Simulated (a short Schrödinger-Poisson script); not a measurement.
Solved with a short Schrödinger-Poisson script written for these runs: 1D Poisson equation in equilibrium, electrons quantum, Hartree (BenDaniel-Duke, 12 states a valley, the channel's in-plane mass for all, wave functions ending at the dielectric), parabolic valleys, classical holes, full ionisation, no traps, pinning or gate leakage.

System: MOS inversion layer, SiO2 on p-type Ge(100), at 300 K.

From the gate side: 1.5 nm SiO2; 600 nm Ge, acceptors 4.7e17 cm⁻³.

Constants are typed, rounded textbook-type inputs, not results; the design itself was drawn at random and stands for no fabricated device. SiO2: permittivity 3.9, conduction-band edge (eV) 3.1, gap (eV) 9, electron mass (mₑ) 0.5. Ge: permittivity 16, conduction-band edge (eV) 0, gap (eV) 0.664, Nv at 300 K (cm⁻³) 6e18.

Channel valleys (confinement mass, in-plane density-of-states mass, number): L4 0.12, 0.295, 4. At the gate the conduction-band edge of layer 1 lies 3.35 eV − eVg above the Fermi level of the channel; the field vanishes at the back. Gaps are held at their typed values at every temperature. Mesh 0.03 nm at interfaces.

**Question.** Give the gate voltage at 1e11 electrons/cm² (V); the lowest subband against the Fermi level at Vg = 1.1 V (meV); the sheet density of all electrons at Vg = 0.5 V (cm⁻²).

**Answer.** gate voltage at 1e11 electrons/cm² (V): 0.42; lowest subband against the Fermi level at Vg = 1.1 V (meV): 13.9; sheet density of all electrons at Vg = 0.5 V (cm⁻²): 4.49e11. Only the L valleys are kept; under strong confinement the Δ valleys of Ge fill too.
